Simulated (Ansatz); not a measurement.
Troubleshooting Ansatz (a program for electronic structure): a failed run on Te₂MoW₂Se₄ (P3m1, 9 atoms in the cell). The aim is a self-consistent single point with DFT, PBEsol, plane waves, default PAW files made with PBE.

Cell that was meant: a = 3.3392 Å, b = 3.3392 Å, c = 30.8684 Å, α = 90.00°, β = 90.00°, γ = 120.00°.

Part of the input:

Ansatz 0.2 input:
```yaml
  pseudopotentials: { kind: paw }
scf:
  occupations: { method: fermi_dirac, width: 0.1 }
  max_iter: 3
output:
  forces: true
  eigenvalues: true
```

Log, with long lists cut:

```
SCF iter   1: F=—  HF=-60914.359098 eV  |F-HF|=—  |Δ(HF+E_count)|=         —  Δρ=4.80e-3  dr2=2.14e-1  ethr=1.77e-3  ⟨swp⟩=7.3  Hψ=10350  notcnv=0
all-band conjugate gradients solve this SCF's bands
preconditioner: auto → Resta (q_TF=auto, 2.400 Å⁻¹)
SCF iter   2: F=—  HF=-60914.336007 eV  |F-HF|=—  |Δ(HF+E_count)|=   2.31e-2  Δρ=2.88e-3  dr2=4.49e-2  ethr=1.55e-4  ⟨swp⟩=6.2  Hψ=6377  notcnv=0
SCF iter   3: F=—  HF=-60914.330418 eV  |F-HF|=—  |Δ(HF+E_count)|=   5.59e-3  Δρ=1.35e-3  dr2=1.88e-2  ethr=3.25e-5  ⟨swp⟩=6.8  Hψ=6069  notcnv=0
Error: did not converge after 3 iterations: dr2 = 1.88e-2 (threshold 1.00e-7), under the density mixer `msr1`, which `scf.mixing.algorithm: auto` chose by the deck's other keys (type `scf.mixing.algorithm: msr1` to keep it); raise `scf.max_iter`, which need not help a stalled SCF, or adjust the mixing (`scf.mixing`) or, under a smearing, its width (`scf.occupations.width`, in either direction: another width is another result); this SCF holds its density and magnetisation to the symmetry operations that it keeps, and cannot end on a state that breaks one of them: if the state sought breaks one, re-run with `crystal.symmetry.detect: false`, without `crystal.symmetry.time_reversal: [...]
```

### Question
Find the mistake and give the fix.

### Answer
The fault is an iteration limit that is too low. The loop is cut before its threshold is met, so whatever is printed at the end is not self-consistent. To fix it, raise the limit, or leave it to the default. The run ended unconverged after 3 iterations.

The sound input it was made from differs as follows (other fixes are possible):
```diff
-  max_iter: 3
```

With that input, the run converged in 11 iterations: free energy E − TS (on the zero of these files) -60914.3274 eV; gap on the k-point mesh 0.68 eV; pressure 1.43 GPa; largest force (vector length) 0.578 eV/Å (DFT, PBEsol, plane waves, default PAW files made with PBE).

On the sound input: the starting cell comes from a database of computed structures (which also holds hypothetical and non-ambient phases and stackings), without a prior relaxation at this level. Its lattice was rescaled by a random factor within 2.5 % of one. Spin-orbit coupling is off. Ansatz's pressure includes its estimate of the finite-basis (Pulay) stress.
